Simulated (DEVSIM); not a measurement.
System: Schottky contact on n-type GaAs, at 400 K.

| layer (left to right) | material | thickness (μm) | Nd (cm⁻³) | τn (s) | τp (s) |
|---|---|---|---|---|---|
| 1 | GaAs | 0.340 | 5.5e16 | 8.2e-10 | 8.2e-10 |

Left contact: Schottky, work function 5.19 eV, emission velocity 3.8e6 cm/s. Right contact: ohmic. Voltage is applied to the left contact. Recombination: SRH at mid-gap, Auger. Mobility is μmin + (μ − μmin)/(1 + (N/Nref)^α).

Constants are typed, rounded textbook-type inputs, not results; the design itself was drawn at random and stands for no fabricated device. Values at 300 K; Nc and Nv go as T^1.5, mobilities as T to minus their exponent, the gap by Varshni's rule with the affinity fixed.

| parameter | GaAs |
|---|---|
| gap (eV) | 1.424 |
| affinity (eV) | 4.07 |
| permittivity | 12.9 |
| Nc (cm⁻³) | 4.7e17 |
| Nv (cm⁻³) | 9e18 |
| μn (cm²/Vs) | 8500 |
| μp (cm²/Vs) | 400 |
| μn,min | 500 |
| μp,min | 20 |
| Nref,n | 6e16 |
| Nref,p | 1.5e17 |
| αn | 0.39 |
| αp | 0.38 |
| T exponent of μn | 2.1 |
| T exponent of μp | 2.2 |
| Cn (cm⁶/s) | 1e-30 |
| Cp (cm⁶/s) | 1e-30 |
| Varshni α (eV/K) | 0.000541 |
| Varshni β (K) | 204 |

Model (solved in DEVSIM): 1D drift-diffusion, Boltzmann statistics, complete ionisation; no tunnelling, impact ionisation, image-force lowering or self-heating. Metal contacts follow the ideal Schottky-Mott rule: no Fermi-level pinning, no interface dipoles.

The metal work function was swept, all else fixed.

```csv
metal work function (eV),potential step across the device at zero bias (V),dark forward voltage at 100 A/cm² (V),dark forward voltage at 1 A/cm² (V),largest field in the device at zero bias (V/cm)
5.04,0.881,0.682,0.523,110000
5.09,0.931,0.732,0.573,120000
5.14,0.981,0.782,0.622,120000
5.19,1.031,0.832,0.672,120000
5.24,1.081,0.881,0.720,130000
5.29,1.131,0.927,0.764,130000
5.34,1.181,0.966,0.799,150000
5.39,1.231,0.990,0.818,190000
```

From the first row to the last the potential step across the device at zero bias goes from 0.881 to 1.231. From the first row to the last the dark forward voltage at 100 A/cm² goes from 0.682 to 0.990.
